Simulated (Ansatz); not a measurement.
CaZrN₂ (R-3m, No. 166, 4 atoms in the cell; start mp-1029267) was calculated with PBEsol (Ansatz, a first-principles code, PAW).

Settings: plane-wave cutoff 520 eV, 12×12×12 k mesh, Fermi–Dirac smearing 0.01 eV, scalar-relativistic PAW data made under PBE.

Cell (relaxed at this level):

```yaml
crystal:
  lattice:
    - [1.64296, 0.94856, 5.55596]
    - [-1.64296, 0.94856, 5.55596]
    - [0.00000, -1.89713, 5.55596]
  atoms:
    - { symbol: Ca, position: [0.00000, 0.00000, 0.00000] }
    - { symbol: Zr, position: [0.50000, 0.50000, 0.50000] }
    - { symbol: N, position: [0.23853, 0.23853, 0.23853] }
    - { symbol: N, position: [0.76147, 0.76147, 0.76147] }
```

**Question.** Predict the band gap, Γ–Γ gap and bulk modulus.

**Answer.** 
* **band gap**: 0.37 eV (on the SCF k mesh)
* **Γ–Γ gap**: 2.63 eV
* **bulk modulus**: 175 GPa

Note: the relaxation could not lower the start's symmetry, so the cell can be a saddle point above a distorted one; the bulk modulus is −V dP/dV from two relaxed cells at ±2 % in volume.

Spin–orbit coupling is not included.

The result took around 60 core-seconds (rough).

A start named mp-… is a Materials Project structure, which need not be a measured phase.
